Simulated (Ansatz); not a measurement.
**Short convergence ladders for K (Im-3m, 1 atom in the cell)**

```xyz
1
Lattice="-2.6532 2.6532 2.6532 2.6532 -2.6532 2.6532 2.6532 2.6532 -2.6532" Properties=species:S:1:pos:R:3 pbc="T T T"
K      0.0000     0.0000     0.0000
```

Base method: PBE (plane waves, PAW; Ansatz, a program for electronic structure).

Base settings: basis.ecutwfc = 420 eV; kpoints.mp_grid.grid = 9 9 9; hamiltonian.xc = pbe; hamiltonian.pseudopotentials = {kind: paw} (the program's default PAW files); scf.occupations.method = fermi_dirac; scf.occupations.width = 0.1 eV.

The count of work is k-points × plane waves × bands × iterations; it is no time. 

**The cutoff for other potential files**

Level: DFT, PBE, plane waves, harder PAW files (source: ansatz).

In this ladder: hamiltonian.pseudopotentials = {kind: paw, source: ansatz}.

The second cell is the first with its lattice scaled by 0.98.

The mesh stays at the base's, so the ladder's end is converged at best in this setting alone.

Only quantities that move along the ladder and can be compared are tabulated.

| basis.ecutwfc | free energy less the last step's (meV/atom) | energy of the compressed cell less the first (meV/atom) | pressure without the Pulay estimate (GPa) | count of work / last |
|---|---|---|---|---|
| 175 eV | 2660.23 | -8.85 | -22.45 | 0.12 |
| 215 eV | 644.77 | 5.39 | -7.40 | 0.17 |
| 275 eV | 54.59 | 1.80 | -1.04 | 0.20 |
| 330 eV | 2.85 | 1.90 | -0.12 | 0.25 |
| 390 eV | 0.26 | 1.90 | -0.04 | 0.34 |
| 470 eV | 0.14 | 1.90 | -0.04 | 0.46 |
| 585 eV | 0.09 | 1.90 | -0.04 | 0.62 |
| 780 eV | 0.00 | 1.90 | -0.04 | 1.0 |

Coarsest basis.ecutwfc that holds the energy of the compressed cell less the first within 0.5 meV/atom of the last step, with all finer ones: 275 eV, at 0.20 of the last step's count of work; the step before is off by 3.5 meV/atom.

Coarsest basis.ecutwfc that holds the pressure without the Pulay estimate within 0.5 GPa of the last step, with all finer ones: 330 eV, at 0.25 of the last step's count of work; the step before is off by 0.99 GPa.

Coarsest basis.ecutwfc that holds the free energy within 5 meV/atom of the last step, with all finer ones: 330 eV, at 0.25 of the last step's count of work; the step before is off by 55 meV/atom.

The energy difference between the two cells stays within 1 meV/atom of the last step's from 275 eV on, the total only from 390 eV on: much of the error is common to both cells and cancels.

At the lowest cutoff the pressure without the Pulay estimate lies 22.4 GPa under the last step's, the usual sign of Pulay stress in an incomplete plane-wave basis.

**The cutoff for other potential files**

Level: DFT, PBE, plane waves, norm-conserving files (source: ansatz).

In this ladder: hamiltonian.pseudopotentials = {kind: nc, source: ansatz}.

The second cell is the first with its lattice scaled by 0.98.

The mesh stays at the base's, so the ladder's end is converged at best in this setting alone.

Only quantities that move along the ladder and can be compared are tabulated.

```tsv
basis.ecutwfc	free energy less the last step's (meV/atom)	energy of the compressed cell less the first (meV/atom)	pressure without the Pulay estimate (GPa)	count of work / last
380 eV	429.52	2.93	-4.06	0.10
470 eV	78.28	1.80	-1.14	0.14
595 eV	3.53	1.92	-0.13	0.21
720 eV	0.05	1.91	-0.04	0.28
850 eV	0.02	1.91	-0.04	0.35
1020 eV	0.01	1.91	-0.04	0.46
1275 eV	0.00	1.91	-0.04	0.65
1700 eV	0.00	1.91	-0.04	1.0
```

Coarsest basis.ecutwfc that holds the energy of the compressed cell less the first within 0.2 meV/atom of the last step, with all finer ones: 470 eV, at 0.14 of the last step's count of work; the step before is off by 1.0 meV/atom.

Coarsest basis.ecutwfc that holds the free energy within 0.5 meV/atom of the last step, with all finer ones: 720 eV, at 0.28 of the last step's count of work; the step before is off by 3.5 meV/atom.

Coarsest basis.ecutwfc that holds the pressure without the Pulay estimate within 0.5 GPa of the last step, with all finer ones: 595 eV, at 0.21 of the last step's count of work; the step before is off by 1.1 GPa.

The energy difference between the two cells stays within 1 meV/atom of the last step's from 470 eV on, the total only from 720 eV on: much of the error is common to both cells and cancels.

At the lowest cutoff the pressure without the Pulay estimate lies 4.0 GPa under the last step's, the usual sign of Pulay stress in an incomplete plane-wave basis.

On the base run: the starting cell has typed, rounded lattice constants, without a prior relaxation at this level. Its lattice was rescaled by up to half a per cent.

Keys are those of Ansatz 0.2.
